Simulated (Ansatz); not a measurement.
For PtCu (model structure, started from the CuPt type, R-3m, No. 166, 2 atoms in the cell), PBEsol (PAW; Ansatz, a quantum-chemistry and plane-wave program) gives:

```
Quantity                     Result
-------------------  --------------
lattice parameter a         2.701 Å
c axis length              12.725 Å
formation enthalpy   -0.151 eV/atom
```

Task: What does r²SCAN in Ansatz (PAW) give for the same quantities?

Result: 
- lattice constant a: 2.719 Å (rises by 0.7 %)
- lattice parameter c: 12.762 Å (goes up by 0.3 %)
- formation enthalpy: -0.184 eV/atom (moves by -0.033 eV/atom)

Changes are worked out from the printed values.

Unless a cell is named, each level is at its own relaxed cell (PBEsol 13.40, r²SCAN 13.62 Å³/atom).

Levels without +SOC leave out spin–orbit coupling, which shifts energies and cells of such heavy elements.

The crystal itself was run without spin with PBEsol, r²SCAN; a magnetic state was not tried in these runs.

Ansatz's density-functional and Hartree–Fock values are scalar-relativistic unless marked +SOC, with PAW data made under PBE.

A model structure was made by putting elements into a prototype or built by hand; it is no filed structure, need not be a known phase, and can be a saddle point held by its symmetry.
